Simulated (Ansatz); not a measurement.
```
CELL_PARAMETERS angstrom
      3.25388     0.00000     0.00000
     -1.62694     2.81794     0.00000
      0.00000     0.00000    23.83000
ATOMIC_POSITIONS crystal
  P  0.33333 0.66667 0.36600
  P  0.66667 0.33333 0.41826
  P  0.66667 0.33333 0.58174
  P  0.33333 0.66667 0.63400
```

Values marked by level come from PBE+D3(BJ) (plane waves to 420 eV, PAW; Ansatz, a first-principles code); PBE (plane waves to 420 eV, PAW; Ansatz); r2SCAN (plane waves to 500 eV, PAW; Ansatz); HSE06 (plane waves to 420 eV, PAW; Ansatz). Geometries and values that name no level are of the first. No spin–orbit coupling; PBE gaps are too small against experiment. Its k-point mesh 12×12×1, Fermi–Dirac width 0.01 eV. HSE06 ran on meshes of its own (9×9×1); its edges and gaps are taken over the mesh and over extra points off it, mostly where PBE has its edges. A dipole correction is on.

Task: Name the layers and their stacking, and give its binding and gap.

Result: 2 layers of blue-P, started at antiparallel, no shift (facing P atop P, which symmetry holds and which is mostly a maximum against sliding; blue-P a predicted or substrate-bound sheet, here free).
| Property | Result |
|---|---|
| step of the vacuum level across the stack (top less bottom) | 0.00 eV |
| interaction energy of the frozen layers | -11.5 meV/Å² |
| interaction energy without the D3 term at this geometry | +3.5 meV/Å² |
| interaction energy at r2SCAN, without a dispersion term, at this geometry | +0.9 meV/Å² |
| r2SCAN gap over the mesh and listed points off it | 1.75 eV |
| spacing and interaction energy when relaxed at plain PBE (a flat surface, so the spacing is loose) | 5.1 Å and -0.3 meV/Å² |
| PBE gap over the mesh and listed points off it | 1.50 eV, indirect (lowest direct gap 1.85 eV) |
| valence and conduction edges under the vacuum level of the lower face | 5.87 and 4.37 eV |
| HSE06 gap at the same geometry | 2.27 eV |
